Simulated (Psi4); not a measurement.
Psi4 1.11, BP86/def2-svp: Sc(OMe)2(NH2) (C[O][Sc]([NH2])[O]C), 14 atoms. The geometry is a generated start, not checked to be a minimum at this level.

| Quantity | Result |
|---|---|
| task | energy |
| method | bp86 |
| basis | def2-svp |
| memory | 3 GB |
| maxiter | 100 |
| keys of the molecule block | symmetry c1 |
| scf_type | df (default) |
| guess | auto, which took SAD (default) |
| scf_initial_accelerator | adiis (default) |
| e_convergence | 1e-06 (default) |
| d_convergence | 1e-06 (default) |
| dft_radial_points | 75 (default) |
| dft_spherical_points | 302 (default) |
| basis functions | 141 |
| grid points | 302725 |

```xyz
14

Sc     0.1428     0.5628     0.2371
O     -1.3503    -0.3968     0.5953
C     -2.5502    -1.0356     0.9188
H     -3.2539    -0.3270     1.3823
H     -3.0196    -1.4529     0.0157
H     -2.3704    -1.8591     1.6270
O      1.4314    -0.0685    -0.8746
C      2.2612    -0.7527    -1.7648
H      2.6269    -0.0694    -2.5459
H      3.1312    -1.1697    -1.2356
H      1.7184    -1.5787    -2.2498
N      0.3593     2.3525     1.1043
H     -0.3034     2.8332     1.7131
H      1.1766     2.9619     1.0771
```

Charge 0 and multiplicity 1 are set for this test and not shown to be the ground state.

One run each on 2 threads. Values of diis_max_vecs tried: 3, 6, 10 (default), 20.

Problem. Which value of diis_max_vecs needs the fewest SCF iterations, and what happens away from it?

Solution. Fewest SCF iterations, within one of each other: 6 with 13, 10 (default) with 12, 20 with 12. The run ends without SCF convergence in 100 iterations at 3.

| diis_max_vecs | SCF iterations | end |
|---|---|---|
| 3 | 100 | no convergence |
| 6 | 13 | same solution |
| 10 (default) | 12 | same solution |
| 20 | 12 | same solution |
